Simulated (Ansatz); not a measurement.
The reference is GaN in the zinc blende structure (space group F-43m, No. 216; a = 4.498 Å).

The change: Al takes the place of Ga on all its sites; the structure is relaxed again.

Levels (all Ansatz, a quantum-chemistry and plane-wave program, PAW, earlier PAW set): PBEsol (420 eV, no SOC); r2SCAN (500 eV, spin-orbit coupling left out); HSE06 (420 eV, spin-orbit coupling left out); PBEsol+SOC (420 eV, noncollinear with spin-orbit coupling); HSE06+SOC (420 eV, noncollinear with spin-orbit coupling).

One geometry, relaxed with PBEsol, under each level:

Notes on the quantities. hole mass: degenerate bands, along [100].

The valence-band top lists the three highest levels at Γ (Kramers pairs under SOC), from the VBM.

```json
[
 {"level": "PBEsol", "band gap": "3.19 eV", "lowest conduction level above the VBM at special points": "X 3.19 eV; Γ 4.06 eV; K 5.04 eV; U 5.04 eV", "valence-band top at Γ": "–", "electron mass": "0.52 mₑ along k, 0.32 mₑ across (at X)", "hole mass": "–", "pressure": "0.0 kbar"},
 {"level": "r2SCAN", "band gap": "3.93 eV", "lowest conduction level above the VBM at special points": "X 3.93 eV; Γ 4.79 eV; K 5.81 eV; U 5.81 eV", "valence-band top at Γ": "–", "electron mass": "0.51 mₑ along k, 0.33 mₑ across (at X)", "hole mass": "–", "pressure": "-11.2 kbar"},
 {"level": "HSE06", "band gap": "___", "lowest conduction level above the VBM at special points": "___", "valence-band top at Γ": "–", "electron mass": "–", "hole mass": "–", "pressure": "–"},
 {"level": "PBEsol+SOC", "band gap": "3.19 eV", "lowest conduction level above the VBM at special points": "X 3.19 eV; Γ 4.05 eV; K 5.03 eV; U 5.03 eV", "valence-band top at Γ": "0.00, 0.00, -0.02 eV", "electron mass": "0.52 mₑ along k, 0.32 mₑ across (at X)", "hole mass": "0.42, 1.4 mₑ (at Γ)", "pressure": "-0.1 kbar"},
 {"level": "HSE06+SOC", "band gap": "___", "lowest conduction level above the VBM at special points": "___", "valence-band top at Γ": "___", "electron mass": "–", "hole mass": "–", "pressure": "–"}
]
```

Task: Give the withheld HSE06 and HSE06+SOC results.

Result: 
- HSE06, band gap: 4.55 eV
- HSE06, lowest conduction level above the VBM at special points: X 4.55 eV; Γ 5.50 eV; K 6.48 eV
- HSE06+SOC, band gap: 4.54 eV
- HSE06+SOC, lowest conduction level above the VBM at special points: X 4.54 eV; Γ 5.49 eV; K 6.48 eV
- HSE06+SOC, valence-band top at Γ: 0.00, 0.00, -0.02 eV

Single points use the geometry relaxed with PBEsol. Their cutoffs differ, which shifts pressures a little. The hybrid gap comes from the SCF mesh plus the semilocal run's edge points and a few special points and is an upper bound. The spin-orbit shifts are approximate. Effective masses come from finite differences of ±0.01 Å⁻¹. Along k means along the line from Γ to the band edge. Stability against distortions was not tested. This is not the structure that AlN has at room temperature and ambient pressure. This is not the structure that GaN has at room temperature and ambient pressure.
